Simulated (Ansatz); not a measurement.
BaTiO3 under a change: pressure 50 GPa

Take BaTiO3 (space group P4mm, No. 99; a = 3.9723 Å, c = 4.1128 Å) as the base.

It is then changed as follows: a hydrostatic pressure of 50 GPa.

Calculations: r2SCAN (Ansatz, an electronic-structure program, PAW, scalar-relativistic without spin-orbit coupling). k-mesh 8×8×8 (Γ-centred); smearing 0.05 eV (Fermi–Dirac).

The volume per atom decreases by 2.38 Å³ to 10.60 Å³ and the density goes up by 1.34 g/cm³, from 5.97 g/cm³ to 7.31 g/cm³. The space group becomes Pm-3m (No. 221) (base: P4mm (No. 99)) and the shortest interatomic distance grows by 0.057 Å (1.821 Å → 1.878 Å). The band gap grows by 0.21 eV to 2.44 eV and the gap character amounts to direct at Γ. The hole mass (degenerate bands, along [100]) comes out as 0.30, 0.97, 0.97 mₑ (at Γ).

Final structure:

```yaml
crystal:
  lattice:
    - [3.75646, 0.00000, 0.00000]
    - [0.00000, 3.75646, 0.00000]
    - [0.00000, 0.00000, 3.75646]
  atoms:
    - { symbol: Ti, position: [0.50000, 0.50000, 0.42120] }
    - { symbol: Ba, position: [0.00000, 0.00000, 0.92120] }
    - { symbol: O, position: [0.50000, 0.50000, 0.92120] }
    - { symbol: O, position: [0.50000, 0.00000, 0.42120] }
    - { symbol: O, position: [0.00000, 0.50000, 0.42120] }
```

Cost of the whole job for the changed cell (relaxation, final SCF and bands): about 30 core-seconds (a rough figure).

Load acts through the strain it causes; cell and atoms are relaxed under it. Masses are band curvatures over ±0.01 Å⁻¹ around the edge. Stability against distortions was not tested. Competing high-pressure phases were not computed. All final runs are without spin polarisation. Along this pressure series the structure jumps between pressure 7 GPa and pressure 15 GPa; cells beyond that are another form of it. k-point labels follow each cell's own Brillouin zone.
